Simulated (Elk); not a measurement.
Band structure of HoS₂ (P4/nmm, 6 atoms in the cell).

```xyz
6
Lattice="3.8371 0.0000 0.0000 0.0000 3.8371 0.0000 0.0000 0.0000 7.9019" Properties=species:S:1:pos:R:3 pbc="T T T"
Ho     0.0000     1.9185     5.7424
Ho     1.9185     0.0000     2.1595
S      0.0000     0.0000     0.0000
S      1.9185     1.9185     0.0000
S      0.0000     1.9185     2.9109
S      1.9185     0.0000     4.9910
```
Moments meant for the start (each program seeds them in its own way; μB, in the order of the atoms Ho Ho S S S S): 4.0 4.0 0.0 0.0 0.0 0.0.

Level of theory: LDA (PW92), all-electron FP-LAPW, Elk's shipped species files, default APW+lo basis (Elk).

Settings: spinpol = true; swidth = 0.00367493 Ha; ngridk = 5 5 3; reducebf = 0.7; nempty = 12 per atom; maxscl = 100.

The starting cell comes from a database of computed structures (which also holds hypothetical and non-ambient phases and stackings), without a prior relaxation at this level. Spin-orbit coupling is off. The magnetic order is the one reached from the typed start; others were not searched systematically. With U or open f shells several self-consistent states can exist. The f electrons are in the valence without U or exact exchange, which can misplace them near the Fermi level. Spin-orbit terms, which matter for f shells, are left out. Values depend on the basis (sphere radii, cutoffs, local orbitals), which need not be converged.

Levels in eV from the Fermi level, bands 33 to 40 of the first spin channel:
```json
[
 {"point": "Γ", "33": "-1.76", "34": "-0.47", "35": "-0.47", "36": "-0.27", "37": "0.91", "38": "1.24", "39": "1.24", "40": "2.44"},
 {"point": "X", "33": "-2.02", "34": "-2.02", "35": "-1.91", "36": "-1.91", "37": "-1.41", "38": "-1.41", "39": "3.78", "40": "3.78"},
 {"point": "M", "33": "-2.25", "34": "-2.25", "35": "-1.41", "36": "-1.41", "37": "2.52", "38": "2.52", "39": "4.17", "40": "4.17"},
 {"point": "Z", "33": "-1.79", "34": "-1.43", "35": "-0.42", "36": "-0.42", "37": "1.29", "38": "1.29", "39": "1.53", "40": "2.57"},
 {"point": "R", "33": "-2.35", "34": "-2.35", "35": "-1.70", "36": "-1.70", "37": "-0.59", "38": "-0.59", "39": "3.99", "40": "3.99"},
 {"point": "A", "33": "-1.86", "34": "-1.86", "35": "-1.55", "36": "-1.55", "37": "2.52", "38": "2.52", "39": "3.68", "40": "3.68"}
]
```

Bands cross the Fermi level along this path, so the cell is metallic at this level.

The net moment of the cell came out as 7.63 μB.
